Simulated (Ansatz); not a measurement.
Start from BN (space group Pm-3n, No. 223; a = 4.440 Å; a hypothetical phase, not in the database extracts checked). Axes: x, y, z lie along the cube axes.

The values are results of Kohn–Sham DFT with the PBE functional, run in Ansatz (a program for electronic structure) with PAW and 420 eV plane waves, no SOC, not measurements.

Base values:

The valence-band top at Γ is 0.00, 0.00, 0.00 eV. The band gap is 4.55 eV.

Modification: uniaxial strain ε_zz = −2.66 %, all other strain components held at zero, atoms relaxed at fixed cell.

How does this affect the stress, energy relative to the base, valence-band top at Γ and band gap?

The stress (xx, yy, zz, yz, xz, xy; compression positive) comes out as (2.68, 2.68, 19.51, 0.00, 0.00, 0.00) GPa; the energy rises by 12 meV/atom; the valence-band top at Γ (three highest levels, from the VBM) changes from 0.00, 0.00, 0.00 eV to 0.00, -0.61, -0.61 eV; the band gap decreases by 0.42 eV to 4.13 eV.

Stability against distortions was not tested.
